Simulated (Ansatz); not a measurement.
**SnO: pressure series**

The parent structure is SnO in the litharge type structure (space group P4/nmm, No. 129; layered, stacked along the Cartesian z axis).

```xyz
4
Lattice="3.7934 0.0000 0.0000 0.0000 3.7934 0.0000 0.0000 0.0000 4.7643" Properties=species:S:1:pos:R:3 pbc="T T T"
Sn     1.8967     0.0000     1.1462
Sn     0.0000     1.8967     3.6181
O      0.0000     0.0000     0.0000
O      1.8967     1.8967     0.0000
```

Cell and atoms are relaxed at each pressure.

Method: DFT with r2SCAN+rVV10, PAW potentials and a 500 eV plane-wave cutoff in Ansatz (an electronic-structure program), spin-orbit coupling left out.

| pressure (GPa) | volume per atom (Å³/atom) |
|---|---|
| -2 | 19.011 |
| -1 | 17.747 |
| 0 | 17.139 |
| 0.9 | ? |
| 4.5 | 15.595 |
| 9 | 14.750 |
| 15 | 13.969 |
| 22.5 | 13.274 |
| 30 | 12.750 |

Fit the third-order Birch–Murnaghan form P(V) = (3B₀/2)[(V₀/V)^(7/3) − (V₀/V)^(5/3)]·[1 + (3/4)(B₀′ − 4)((V₀/V)^(2/3) − 1)] (squares taken in P) to the rows shown and predict the withheld row.

Least squares on the printed values gives V₀ = 17.165 Å³/atom, B₀ = 32.2 GPa, B₀′ = 8.4; this predicts 16.738 Å³/atom, and the run gives 16.712 Å³/atom, 0.026 lower.

The mesh was chosen for an insulator and is coarse for the gapless case. Load acts through the strain it causes; cell and atoms are relaxed under it. No phonon test of stability was made. Competing high-pressure phases were not computed. All final runs are without spin polarisation.
